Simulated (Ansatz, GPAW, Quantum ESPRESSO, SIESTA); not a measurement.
# Code comparison for CoSi (P2_13, 8 atoms in the cell)

Self-consistent single point.

```xyz
8
Lattice="4.4230 0.0000 0.0000 0.0000 4.4230 0.0000 0.0000 0.0000 4.4230" Properties=species:S:1:pos:R:3 pbc="T T T"
Co     3.7777     2.8568     1.5662
Co     2.8568     1.5662     3.7777
Co     1.5662     3.7777     2.8568
Co     0.6453     0.6453     0.6453
Si     0.6924     1.5191     2.9039
Si     1.5191     2.9039     0.6924
Si     2.9039     0.6924     1.5191
Si     3.7306     3.7306     3.7306
```

Shared settings, as Ansatz (an electronic-structure program) writes them: kpoints.mp_grid.grid = 9 9 9; scf.occupations.method = gaussian; scf.occupations.width = 0.272 eV. Potentials and cutoffs stand in the table.

```csv
code,model,pressure (GPa),largest force (eV/Å),cutoff
GPAW,"LDA (Perdew-Wang 92), GPAW PAW datasets LDA (gpaw-data 1.0.1)",-9.90,0.098,800 eV
Quantum ESPRESSO,"LDA (PZ), PSlibrary ultrasoft (LDA) pseudopotentials",-11.14,0.106,55 Ry
Ansatz,"LDA (PW92), default PAW files made with PBE",-11.64,0.117,420 eV
SIESTA,"LDA PW92, numerical atomic orbitals DZP, PseudoDojo LDA standard norm-conserving potentials (rewritten from UPF to PSML)",-12.91,0.095,grid 300 Ry
```

On Ansatz's run: spin polarisation is off.

The spread over the programs that give each value: pressure within 3.01 GPa; largest force within 0.022 eV/Å.

SIESTA uses small atom-centred bases, whose incompleteness enters pressures, forces and empty levels differently from a plane-wave cutoff. Ansatz's pressure is given at a fixed set of plane waves, as the other plane-wave codes print theirs; with its correction for the finite basis it is -11.48 GPa. The same LDA comes in different parametrisations, which differ slightly. In the pressure, GPAW (by 1.24) and SIESTA (by 1.78) lie more than 1 GPa from the median of the plane-wave programs.

The starting cell comes from a database of computed structures (which also holds hypothetical and non-ambient phases and stackings), without a prior relaxation at this level. Its lattice was rescaled by a random factor within 2.5 % of one.

Left out of this page: Elk (not drawn, or without a comparable value).

Keys are those of Ansatz 0.2.
